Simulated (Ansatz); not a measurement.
Band structure of RbBr (Fm-3m, 2 atoms in the cell).

```
RbBr
1.0
    0.00000     3.42312     3.42312
    3.42312     0.00000     3.42312
    3.42312     3.42312     0.00000
Rb Br
1 1
Direct
  0.00000   0.00000   0.00000
  0.50000   0.50000   0.50000
```

Level of theory: PBE (plane waves, PAW; Ansatz, a quantum-chemistry and plane-wave program).

Settings: basis.ecutwfc = 420 eV; kpoints.mp_grid.grid = 7 7 7; hamiltonian.xc = pbe; hamiltonian.pseudopotentials = {kind: paw} (the program's default PAW files); scf.occupations.method = fermi_dirac; scf.occupations.width = 0.05 eV; kpoints.band_path.npoints = 8.

The starting cell comes from a database of computed structures (which also holds hypothetical and non-ambient phases and stackings), without a prior relaxation at this level. Its lattice was rescaled by a random factor within 2.5 % of one.

Predict the gap along the standard path and the places of the band edges.

The gap along the path is 4.37 eV, direct at Γ to within 0.01 eV.

Levels in eV from the top of the valence band on the path, bands 5 to 11:
| point | 5 | 6 | 7 | 8 | 9 | 10 | 11 |
|---|---|---|---|---|---|---|---|
| Γ | -8.48 | 0.00 | 0.00 | 0.00 | 4.37 | 7.28 | 7.28 |
| X | -8.56 | -0.47 | -0.16 | -0.16 | 5.61 | 7.15 | 9.21 |
| W | -8.46 | -0.50 | -0.35 | -0.35 | 7.09 | 7.09 | 8.28 |
| K | -8.51 | -0.49 | -0.41 | -0.26 | 6.35 | 8.15 | 8.17 |
| L | -8.43 | -0.99 | -0.36 | -0.36 | 6.82 | 7.73 | 9.50 |
| U | -8.51 | -0.49 | -0.41 | -0.26 | 6.35 | 8.15 | 8.17 |

Keys are those of Ansatz 0.2.
